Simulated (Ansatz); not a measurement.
For AlN (model structure, started from the BN type, Pm-3n, No. 223, 12 atoms in the cell), PBEsol (Ansatz, an electronic-structure program, plane waves, PAW) gives:

- lattice constant a = 5.344 Å
- cohesive energy = 5.95 eV/atom
- band gap = 2.54 eV

Question: What does r²SCAN (PAW; Ansatz) give for the same quantities?

Answer: 
- lattice constant a: 5.329 Å (falls by 0.3 %)
- cohesive energy: 5.69 eV/atom (falls by 0.26 eV/atom)
- band gap: 3.01 eV (increases by 0.47 eV)

Changes are worked out from the printed values.

Unless a cell is named, each level is at its own relaxed cell (PBEsol 12.72, r²SCAN 12.61 Å³/atom).

Density-functional gaps are differences of (generalised) Kohn–Sham levels.

Ansatz's density-functional and Hartree–Fock values are scalar-relativistic unless marked +SOC, with PAW data made under PBE.

A model structure was made by putting elements into a prototype or built by hand; it is no filed structure, need not be a known phase, and can be a saddle point held by its symmetry.
